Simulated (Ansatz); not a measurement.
Computed paths: Na vacancy in bcc Na, neutral cell

System: Na vacancy in bcc Na (neutral cell). These are PBE, PAW (plane waves to 420 eV; Ansatz, a program for electronic structure) values and carry that method's errors.

Cell of 36 host sites held at the relaxed PBE lattice; a 2×2×3 k-point mesh shifted by half a step; Fermi-Dirac width 0.10 eV, spin-restricted; finite-size errors left in. No zero-point or tunnelling terms. Forms of the defect that were not tried may lie lower.

Barriers: single points on a 3×3×4 k-point mesh shifted by half a step at the bands' geometries.

```
Route                                                     Start site over the lowest site run (eV)  Hop (Å)  Forward barrier (eV)  Backward barrier (eV)  Neighbours at the start                  Neighbours at the saddle                        Saddle order  Forward, on the band's own sampling (eV)
--------------------------------------------------------  ----------------------------------------  -------  --------------------  ---------------------  -----------------------  ----------------------------------------  ----------------------------------  ----------------------------------------
one Na atom jumps into the vacancy from a nearby Na site                                      0.00     3.11                  0.07                   0.07                        Å  2 Na at 3.50, 3 Na at 3.57, Na at 3.58 Å  not checked, on a symmetry element                                      0.07
```

Paths come from nudged elastic bands with a climbing image.  A band can be held on a symmetry element, so unchecked saddle points there may be too high.
